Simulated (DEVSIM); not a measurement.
Structure: CdS/CdTe n-p heterojunction, at 300 K.

| layer (left to right) | material | thickness (μm) | Nd (cm⁻³) | Na (cm⁻³) | τn (s) | τp (s) |
|---|---|---|---|---|---|---|
| 1 | CdS | 0.0610 | 1.1e16 | - | 7.3e-10 | 7.3e-10 |
| 2 | CdTe | 0.310 | - | 3.2e17 | 7.3e-10 | 7.3e-10 |

Left contact: ohmic. Right contact: ohmic. Voltage is applied to the left contact. Recombination: SRH at mid-gap, Auger. Mobility is μmin + (μ − μmin)/(1 + (N/Nref)^α).

This is a model device: material constants are rounded textbook-type values typed into the input, and sizes, dopings and lifetimes were drawn at random. Values at 300 K.

| parameter | CdS | CdTe |
|---|---|---|
| gap (eV) | 2.4 | 1.5 |
| affinity (eV) | 4.3 | 4.28 |
| permittivity | 9 | 10.2 |
| Nc (cm⁻³) | 2.2e18 | 8e17 |
| Nv (cm⁻³) | 1.8e19 | 1.8e19 |
| μn (cm²/Vs) | 300 | 1000 |
| μp (cm²/Vs) | 25 | 80 |
| μn,min | 30 | 100 |
| μp,min | 3 | 10 |
| Nref,n | 1e17 | 1e17 |
| Nref,p | 1e17 | 1e17 |
| αn | 0.6 | 0.6 |
| αp | 0.6 | 0.6 |
| Cn (cm⁶/s) | 1e-30 | 1e-30 |
| Cp (cm⁶/s) | 1e-30 | 1e-30 |

DEVSIM, 1D drift-diffusion, Boltzmann statistics, complete ionisation; no tunnelling, impact ionisation, image-force lowering or self-heating. Band offsets follow the typed affinities; no thermionic-emission limit at abrupt steps, no polarisation charge.

### Question
Tabulate band edges, carrier densities and field at zero bias.

### Answer
Energies count from the Fermi level of the right contact; mesh points crowd at the junctions.

| x (μm) | Ec (eV) | Ev (eV) | n (cm⁻³) | p (cm⁻³) | field (V/cm) |
|---|---|---|---|---|---|
| 0.000 | 0.137 | -2.263 | 1.1e16 | < 1e2 | 160000 |
| 0.002918 | 0.183 | -2.216 | 1.8e15 | < 1e2 | 160000 |
| 0.007773 | 0.261 | -2.139 | 9.0e13 | < 1e2 | 160000 |
| 0.01464 | 0.372 | -2.028 | 1.2e12 | < 1e2 | 160000 |
| 0.03050 | 0.632 | -1.768 | 5.3e7 | < 1e2 | 170000 |
| 0.04271 | 0.836 | -1.564 | 20000 | < 1e2 | 170000 |
| 0.05081 | 0.973 | -1.427 | < 1e2 | < 1e2 | 170000 |
| 0.05784 | 1.093 | -1.307 | < 1e2 | < 1e2 | 170000 |
| 0.06084 | 1.145 | -1.255 | < 1e2 | < 1e2 | 170000 |
| 0.06370 | 1.206 | -0.294 | < 1e2 | 2.1e14 | 140000 |
| 0.06885 | 1.269 | -0.231 | < 1e2 | 2.4e15 | 110000 |
| 0.08015 | 1.355 | -0.145 | < 1e2 | 6.7e16 | 48000 |
| 0.09635 | 1.391 | -0.109 | < 1e2 | 2.7e17 | 6700 |
| 0.1208 | 1.396 | -0.104 | < 1e2 | 3.2e17 | 190 |
| 0.1780 | 1.396 | -0.104 | < 1e2 | 3.2e17 | ≈ 0 |
| 0.2498 | 1.396 | -0.104 | < 1e2 | 3.2e17 | ≈ 0 |
| 0.2974 | 1.396 | -0.104 | < 1e2 | 3.2e17 | ≈ 0 |
| 0.3271 | 1.396 | -0.104 | < 1e2 | 3.2e17 | ≈ 0 |
| 0.3510 | 1.396 | -0.104 | < 1e2 | 3.2e17 | ≈ 0 |
| 0.3604 | 1.396 | -0.104 | < 1e2 | 3.2e17 | ≈ 0 |
| 0.3667 | 1.396 | -0.104 | < 1e2 | 3.2e17 | ≈ 0 |
| 0.3710 | 1.396 | -0.104 | < 1e2 | 3.2e17 | ≈ 0 |
